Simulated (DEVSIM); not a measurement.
System: Al/La2O3/p-Si capacitor, at 300 K.

Layer 1 from the left is La2O3, thickness (nm) 4.90. Layer 2 from the left is Si, thickness (nm) 620, Na (cm⁻³) 8.7e17.

Metal gate on the left, work function 4.1 eV. Fixed charge at the semiconductor interface 0 cm⁻² (in units of +e); interface traps 1e12 cm⁻² eV⁻¹, uniform in energy, neutral level at 0.5 of the gap above the valence band.

This is a model device: material constants are rounded textbook-type values typed into the input, and sizes, dopings and lifetimes were drawn at random. Values at 300 K.

La2O3: gap (eV) 5.8, affinity (eV) 1.8, permittivity 27. Si: gap (eV) 1.124, affinity (eV) 4.05, permittivity 11.7, Nc (cm⁻³) 2.86e19, Nv (cm⁻³) 3.1e19.

Model (solved in DEVSIM): 1D Poisson equation in equilibrium, Boltzmann statistics, complete ionisation; no quantum confinement or tunnelling. Metal contacts follow the ideal Schottky-Mott rule: no Fermi-level pinning, no interface dipoles.

Problem. What does the simulation give for the minimum of the low-frequency capacitance, the flat-band voltage, the threshold voltage (band bending 2φF)?

Solution. minimum of the low-frequency capacitance 0.429 μF/cm²; flat-band voltage -1.00 V; threshold voltage (band bending 2φF) 0.08 V.
